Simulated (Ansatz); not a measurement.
Input and output of a self-consistent single point for a (111) slab of NaAu2 (cut from a parent of space group no. 227; 12 atoms in the cell) (Ansatz, a first-principles code)

Computed with PBEsol, default PAW files made with PBE (plane waves; Ansatz).

Input:

Ansatz 0.2 input:
```yaml
# Au2Na
crystal:
  lattice:
    - [5.561929, 0.000000, 0.000000]
    - [2.780965, 4.816772, 0.000000]
    - [0.000000, 0.000000, 21.379597]
  atoms:
    - { symbol: Au, position: [0.680452, 0.180452, 0.327415] }
    - { symbol: Au, position: [0.347119, 0.347119, 0.433619] }
    - { symbol: Au, position: [0.180452, 0.180452, 0.327415] }
    - { symbol: Au, position: [0.180452, 0.680452, 0.327415] }
    - { symbol: Au, position: [0.013785, 0.513785, 0.539828] }
    - { symbol: Au, position: [0.680452, 0.680452, 0.646031] }
    - { symbol: Au, position: [0.513785, 0.513785, 0.539828] }
    - { symbol: Au, position: [0.513785, 0.013785, 0.539828] }
    - { symbol: Na, position: [0.680452, 0.680452, 0.407070] }
    - { symbol: Na, position: [0.013785, 0.013785, 0.460172] }
    - { symbol: Na, position: [0.013785, 0.013785, 0.619483] }
    - { symbol: Na, position: [0.347119, 0.347119, 0.672585] }
basis:
  ecutwfc: 30.9 Ry
kpoints:
  mp_grid: { grid: [4, 4, 1] }
hamiltonian:
  xc: pbesol
  pseudopotentials: { kind: paw }
scf:
  occupations: { method: fermi_dirac, width: 0.0073 Ry }
output:
  forces: true
  eigenvalues: true
  stress: true
```

The program printed (abridged):

```
WARN the atoms were moved onto the symmetric positions of the space group found under crystal.symmetry.tolerance 1.0e-5 (fractional …
WARN ansatz: RAYON_NUM_THREADS=1 ignored (pool sized by the plan → 1); use --threads N
Pseudopotentials: kind: paw
Pseudopotential: Au, paw, valence charge 19
Pseudopotential: Na, paw, valence charge 9
Crystal: 12 atoms, lattice volume = 572.771 Å³
Basis set: ecut = 420.4159175005146 eV, 11231 PW (Γ), exchange–correlation on 80×80×288 points (8 copies of the dense FFT grid, shifted against one another)
Bands: 113, of which v1, the nominal top of the filled ones, is band 94 counted from 1 (93 counted from 0)
Symmetry: 6 space group operations
Space group: P3m1 (ITA 156), of the structure as read, at distance tolerance 8.3e-5 Å
k-points: 4 of 16 (time reversal used)
PAW frozen core: Au, regenerated for the run's functional, and the local potential with it
PAW frozen core: Na, regenerated for the run's functional, and the local potential with it
Initial density: superposition of atomic densities (neutral atoms: chi_scale 0, normalization atom), corrected by the library's trained network
Initial wavefunctions: pseudopotential atomic-orbital guess
Eigensolver: davidson
Functional: x = pbesol(κ = 0.804, μ = 0.12345679012345678), c = pbesol(β = 0.046)
SCF iter   1: F=—  HF=-109961.471582 eV  |F-HF|=—  |Δ(HF+E_count)|=         —  Δρ=3.81e-3  dr2=1.99e0  ethr=1.77e-3  ⟨swp⟩=7.8  Hψ=1871  notcnv=0  defer=12
all-band conjugate gradients solve this SCF's bands
preconditioner: auto → LDOS
SCF iter   2: F=—  HF=-109961.328248 eV  |F-HF|=—  |Δ(HF+E_count)|=   1.43e-1  Δρ=2.66e-3  dr2=1.21e-1  ethr=1.06e-3  ⟨swp⟩=2.2  Hψ=572  notcnv=0  defer=23
SCF iter   3: F=—  HF=-109961.314861 eV  |F-HF|=—  |Δ(HF+E_count)|=   1.34e-2  Δρ=1.43e-3  dr2=6.54e-2  ethr=6.42e-5  ⟨swp⟩=2.0  Hψ=665  notcnv=0  defer=23
SCF iter   4: F=—  HF=-109961.306906 eV  |F-HF|=—  |Δ(HF+E_count)|=   7.95e-3  Δρ=4.15e-4  dr2=6.12e-3  ethr=3.48e-5  ⟨swp⟩=2.0  Hψ=612  notcnv=0  defer=23
SCF iter   5: F=—  HF=-109961.306914 eV  |F-HF|=—  |Δ(HF+E_count)|=   8.01e-6  Δρ=2.01e-4  dr2=5.20e-4  ethr=3.25e-6  ⟨swp⟩=2.0  Hψ=571  notcnv=0  defer=23
SCF iter   6: F=—  HF=-109961.306876 eV  |F-HF|=—  |Δ(HF+E_count)|=   3.82e-5  Δρ=7.05e-5  dr2=7.57e-5  ethr=2.77e-7  ⟨swp⟩=2.0  Hψ=605  notcnv=0  defer=23
SCF iter   7: F=—  HF=-109961.307223 eV  |F-HF|=—  |Δ(HF+E_count)|=   3.47e-4  Δρ=3.19e-5  dr2=1.30e-5  ethr=4.03e-8  ⟨swp⟩=2.0  Hψ=607  notcnv=0  defer=23
SCF iter   8: F=—  HF=-109961.307224 eV  |F-HF|=—  |Δ(HF+E_count)|=   1.54e-6  Δρ=1.21e-5  dr2=2.97e-6  ethr=6.91e-9  ⟨swp⟩=2.0  Hψ=608  notcnv=0  defer=23
SCF iter   9: F=—  HF=-109961.307225 eV  |F-HF|=—  |Δ(HF+E_count)|=   5.91e-7  Δρ=4.45e-6  dr2=2.31e-7  ethr=1.58e-9  ⟨swp⟩=2.0  Hψ=607  notcnv=0  defer=23
SCF iter  10: F=-109961.307225 eV  HF=-109961.307225 eV  |F-HF|=4.45e-8  |Δ(HF+E_count)|=   2.88e-7  Δρ=2.08e-6  dr2=5.00e-8  ethr=5.32e-11  ⟨swp⟩=16.0  Hψ=2008  notcnv=0
SCF 1 converged in 10 iterations: F = -109961.307225 eV  dr2 = 5.00e-8
SCF converged after 10 iterations
Free energy (F): -109961.307225 eV
Harris-Foulkes:  -109961.307225 eV  (|F-HF|=4.45e-8)
Internal energy: -109961.212238 eV  (E = F + TS)
E sigma→0 (E₀):  -109961.259732 eV
Entropy (-TS):   -0.094987 eV (-7.916 meV/atom)
Fermi energy:    2.965185 eV
--- Per-component energies (eV) ---
  E_band       = -5205.864941
  E_kinetic    = 5320.434501
  E_local      = -169993.982463  (includes V_loc(G=0)·N_el)
  E_nonlocal   = 1077.881232
  E_hartree    = 81923.441020
  E_xc         = -1961.983786
  E_vxc        = -2389.359275  (∫ρ·V_xc dr)
  E_paw        = -77539.008309  (= ΣΔE_a)
  E_vpaw       = -3067.709312  (= ΣTr[D̂ρ^β])
  E_aug_tail   = 0.010910  (compensation charges beyond the density's cutoff)
  E_ewald      = 51209.300049
  E_core_change = 2.694608  (= ΣΔE_core)
  E_smearing   = -0.094987  (= −TS)
  E_closure    = -0.000000  (closes the sum)
  Σ components = -109961.307225   (vs F -109961.307225, Δ=0.00e0)
--- Forces (eV/Å), atoms counted from 1 ---
  atom   1  Au     0.36640248    -0.21154260     0.30403258
  atom   2  Au    -0.00000000     0.00000000    -0.28739128
  atom   3  Au    -0.36640251    -0.21154256     0.30403258
  atom   4  Au     0.00000002     0.42308516     0.30403258
  atom   5  Au     0.08018144    -0.04629278     0.00470599
  atom   6  Au    -0.00000000    -0.00000000     0.02561049
  atom   7  Au    -0.08018144    -0.04629277     0.00470599
  atom   8  Au     0.00000000     0.09258555     0.00470599
  atom   9  Na    -0.00000000     0.00000000    -0.39956469
  atom  10  Na    -0.00000000    -0.00000000    -0.21836013
  atom  11  Na     0.00000000    -0.00000000    -0.05147594
  atom  12  Na    -0.00000000    -0.00000000     0.00491149
  max |Σ_I F_I| component: 5.44e-5 eV/Å
--- Stress (GPa, compression-positive) ---
       -1.939858      -0.000000      -0.000000
       -0.000000      -1.939858      -0.000000
       -0.000000      -0.000000      -0.570817
  P = ⅓ Tr σ = -1.4835 GPa (-14.835 kbar)
  The stress holds the Pulay correction. Without it, at fixed plane waves, as pw.x and ABINIT print it: P = -1.4948 GPa
--- Band table (eV) ---
  k-point 0: bands = ["-102.8317", "-102.8210", "-102.8210", "-102.4895", "-102.1870", "-101.9529", "-101.9423", "-101.9423", "-54.4320", "-54.2835", "-54.2835", "-54.1897", "-54.1749", "-54.1749", "-54.1422", "-54.1422", "-54.1393", "-53.9618", [...]
  k-point 1: bands = ["-102.8303", "-102.8223", "-102.8210", "-102.4895", "-102.1870", "-101.9516", "-101.9436", "-101.9423", "-54.4067", "-54.2864", "-54.2671", "-54.1920", "-54.1848", "-54.1791", "-54.1539", "-54.1526", "-54.1414", "-53.9607", [...]
  k-point 2: bands = ["-102.8281", "-102.8245", "-102.8210", "-102.4895", "-102.1870", "-101.9494", "-101.9458", "-101.9423", "-54.3714", "-54.2948", "-54.2416", "-54.2160", "-54.1953", "-54.1777", "-54.1653", "-54.1621", "-54.1415", "-53.9596", [...]
  k-point 3: bands = ["-102.8281", "-102.8245", "-102.8210", "-102.4895", "-102.1870", "-101.9494", "-101.9458", "-101.9423", "-54.3671", "-54.3060", "-54.2383", "-54.2171", "-54.1837", "-54.1765", "-54.1689", "-54.1585", "-54.1497", "-53.9595", [...]
```

The run converged in 10 iterations.

The starting cell comes from a database of computed structures (which also holds hypothetical and non-ambient phases and stackings), without a prior relaxation at this level. The slab is cut from that crystal, and its faces are unrelaxed. Its lattice was rescaled by up to half a per cent. Spin-orbit coupling is off. The two faces of this cut differ, and no dipole correction was used.
